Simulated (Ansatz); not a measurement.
# Ag: stress against strain

Ag (fcc, Fm-3m, 17.284 Å³/atom and stress up to 0.01 GPa in the relaxed cell, cube axes along x, y and z) under a strain ε along a cube axis (axis z), the other axes held. r2SCAN in Ansatz, a plane-wave DFT program (PAW, default set), 500 eV, 28×28×28 Γ-centred mesh, Fermi-Dirac smearing 0.10 eV. Stress is positive for a compressed cell.

Here s stands for strain and y for stress zz.

| strain (%) | stress zz (GPa) |
|---|---|
| -3.00 | ? |
| -1.50 | 1.95 |
| -1.00 | 1.28 |
| -0.50 | 0.63 |
| 0.00 | 0.00 |
| 0.50 | -0.61 |
| 1.00 | -1.20 |
| 1.50 | -1.77 |

Problem. Fit y against s with a straight line, and predict the withheld value at s = -3.00.

Solution. Means: s 0, y 0.040. About the means, the sum of products is -8.6800 and the sum of squares of s is 7.0000; the slope is their ratio. Least squares gives y = 0.040 - 1.2400·s. Residuals (row less fit): 0.050, 0.000, -0.030, -0.040, -0.030, 0.000, 0.050; standard error 0.041 (degrees of freedom: 5). The slope gives the elastic constant C11 = about 120 GPa. At the withheld row, y = 0.040 - 1.2400 × (-3.0) = 3.760 GPa. The calculation gives 4.09 GPa, 0.330 GPa above the prediction (5.6 % of the range of y in the table). The row lies outside the fitted rows, so this is an extrapolation. From the scatter of the fitted rows alone, a prediction at this place has a standard error of 0.064 GPa, so the miss is 5.2 times that.

A polynomial of degree 2 through the 12 other runs of the series gives 4.08 there, so most of the miss is curvature that the fit leaves out. In a metal these values are sensitive to mesh and smearing; energies are taken to zero smearing, stresses follow the free energy. Rows are the converged runs of the series near zero and its far end; series whose fitted rows scatter by over a few per cent of the range, as at a crossing or softening among them, aren't shown in this form, nor equations of state whose B0' disagrees with the runs' pressures. Most that stay on the fit to the last digits aren't either.
